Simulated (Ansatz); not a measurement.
## Effect of biaxial strain +2.26 %, plane normal [001], relaxed out of plane on hypothetical zinc blende NaI

Consider NaI in the zinc blende structure (space group F-43m, No. 216; a = 7.088 Å; a hypothetical phase, not in the database extracts checked). Axes: x, y, z lie along the cube axes.

It is then changed as follows: tensile biaxial strain of 2.26 % in the plane normal to [001], as in epitaxy on a mismatched substrate; the out-of-plane cell vector and the atoms relax.

All numbers come from DFT with r2SCAN, PAW potentials and a 500 eV plane-wave cutoff in Ansatz (a first-principles code), spin-orbit coupling left out. Γ-centred 8×8×8 mesh, Fermi–Dirac width 0.05 eV.

Volume per atom: 44.59 Å³ (base 44.51 Å³)
Shortest interatomic distance: 3.074 Å (base 3.069 Å)
Energy relative to the base (free energy F): +0.5 meV/atom
Pressure (mean of the normal stresses, compression positive): -0.05 GPa (base 0.00 GPa)
Band gap: 4.36 eV (base 4.42 eV)
Gap character: direct at Γ (base direct at Γ)
Electron mass: 0.36 mₑ (at Γ) (base 0.36 mₑ (at Γ))
Hole mass: 0.73 mₑ out of plane, 2.5 mₑ in plane (at Γ)
Valence-band top at Γ (three highest levels, from the VBM): 0.00, -0.06, -0.06 eV (base 0.00, 0.00, 0.00 eV)
Valley order (the lowest conduction-band minima on the path, energy above the VBM, named in the base's zone): Γ 4.36 eV; X along [001] 5.53 eV; X along [100] 5.55 eV (base Γ 4.42 eV; X along ⟨100⟩ 5.58 eV)
Out-of-plane strain: -4.20 %
Ratio −ε⊥/ε∥: 1.86
Mean in-plane stress (compression positive): -0.1 GPa

Final structure (turned so that z lies along the plane normal):

```
NaI
1.0
    5.12520     0.00000     0.00000
    0.00000     5.12520     0.00000
    2.56260    -2.56260     3.39522
I Na
1 1
Direct
  0.25000   0.25000   0.50000
  0.00000   0.00000   0.00000
```

Cost of the whole job for the changed cell (relaxation, final SCF and bands): roughly 70 core-seconds.

With I present, leaving out spin-orbit coupling can change the band edges. Masses are band curvatures over ±0.01 Å⁻¹ around the edge. No phonon test of stability was made. Labels are those of the standard path for the cell's own space group.
